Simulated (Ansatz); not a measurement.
Results of r²SCAN+rVV10 (plane waves, PAW; Ansatz, an electronic-structure program) for AlB2-type HfB₂.

Settings: plane-wave cutoff 560 eV, 24×24×16 k mesh (along the axes of the cell as run), Fermi–Dirac smearing 0.05 eV, scalar-relativistic PAW data made under PBE.

Computed at the level's own relaxed cell.

Q: Give the computed volume per atom, bulk modulus B0, pressure derivative B′ of the bulk modulus, c axis length and lattice constant a.

A: 
volume per atom: 9.83 Å³/atom
bulk modulus B0: 258 GPa
pressure derivative B′ of the bulk modulus: 3.9
c axis length: 3.471 Å
lattice constant a: 3.132 Å

The run finds no gap.

Measured, for comparison: equilibrium volume per atom 9.91 Å³/atom (room temperature, not corrected to a static lattice; as tabulated in Burrage et al. (2022), doi:10.3390/ma15082762); bulk modulus 282 GPa (room temperature, not corrected to a static lattice, hydrostatic curve from radial diffraction; as tabulated in Experimental and computational studies of compression and deformation behavior …); lattice parameter c 3.48 Å, lattice constant a 3.14 Å (temperature not stated, copied from a table, unchecked, not corrected to a static lattice; as tabulated in Journal of Nuclear Materials 21, 14 (1967)). Computed (rounded) less measured: equilibrium volume per atom -0.8 %, bulk modulus -9 %, lattice parameter c not scored (unchecked), lattice constant a not scored (unchecked). A static lattice is as a rule a little smaller and stiffer than an uncorrected measurement, which narrows the difference in the equilibrium volume per atom and would widen misses of the other sign.

Note: the bulk modulus comes from volumes at which shape and atoms were relaxed.

Spin–orbit coupling is not included.
